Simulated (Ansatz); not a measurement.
Base system: Sn in the diamond structure (space group Fd-3m, No. 227; a = 6.540 Å; relaxed with 0.1 eV smearing). Axes: x, y, z lie along the cube axes.

Structures relaxed with PBEsol (Ansatz, a first-principles code; PAW; 420 eV plane waves; without spin-orbit coupling).

Base:

Simulated powder pattern, Co Kα, λ = 1.79026 Å (kinematic, ideal powder, no thermal factors, no anomalous dispersion; the 10 strongest lines at most, above 2 %, up to 2θ = 90°):

| 2θ (°) | I/Imax (%) | hkl |
|---|---|---|
| 27.43 | 100 | (111) |
| 45.55 | 78 | (220) |
| 53.99 | 47 | (311) |
| 66.39 | 13 | (400) |
| 73.25 | 19 | (331) |
| 84.21 | 27 | (422) |

After one change:

Simulated powder pattern, Co Kα, λ = 1.79026 Å (kinematic, ideal powder, no thermal factors, no anomalous dispersion; the 10 strongest lines at most, above 2 %, up to 2θ = 90°):

| 2θ (°) | I/Imax (%) |
|---|---|
| 26.87 | 100 |
| 27.85 | 34 |
| 44.38 | 55 |
| 45.65 | 50 |
| 52.64 | 16 |
| 53.21 | 35 |
| 54.32 | 13 |
| 65.56 | 17 |
| 71.25 | 13 |
| 82.62 | 19 |

Task: Which of these changes matches the shifts?
A. biaxial strain −2.50 %, plane normal [111], relaxed out of plane
B. biaxial strain +0.42 %, plane normal [111], relaxed out of plane
C. biaxial strain +2.08 %, plane normal [111], relaxed out of plane
D. biaxial strain +2.50 %, plane normal [111], relaxed out of plane

Result: D, biaxial strain +2.50 %, plane normal [111], relaxed out of plane. Its volume per atom is 36.19 Å³ against 34.97 Å³, and its space group is R-3m (No. 166).

Whether these cells are dynamically stable was not tested.
